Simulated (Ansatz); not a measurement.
The structure below was relaxed with Kohn–Sham DFT with the PBEsol functional, run in Ansatz (a program for electronic structure) with PAW and 420 eV plane waves, without spin-orbit coupling, earlier PAW set.

```
Au
1.0
    2.86202     0.00000     0.00000
   -1.43101     2.47858     0.00000
    0.00000     0.00000     4.80235
Au
2
Direct
  0.33333   0.66667   0.75000
  0.66667   0.33333   0.25000
```

Find the space group and the Wyckoff positions.

Space group P6₃/mmc (No. 194); a = 2.862 Å, b = 2.862 Å, c = 4.802 Å, α = 90.00°, β = 90.00°, γ = 120.00°

| atom | site | symmetry | x | y | z |
|---|---|---|---|---|---|
| Au | 2d | -6m2 | 0.6667 | 0.3333 | 0.2500 |

Describe the coordination.

The crystal has 2 atoms in its conventional cell. Lattice parameters: a = b = 2.8620 Å, c = 4.8024 Å, α = β = 90.00°, γ = 120.00°. Au sees 12 Au at 2.862–2.915 Å (anticuboctahedral). (Neighbours: up to the widest gap in distance over summed covalent radii, below 1.35, at either atom.)

Whether these cells are dynamically stable was not tested. The cell was made from Tl by this change: Tl → Au; the result is a model cell. This is not the structure that Au has at room temperature and ambient pressure.
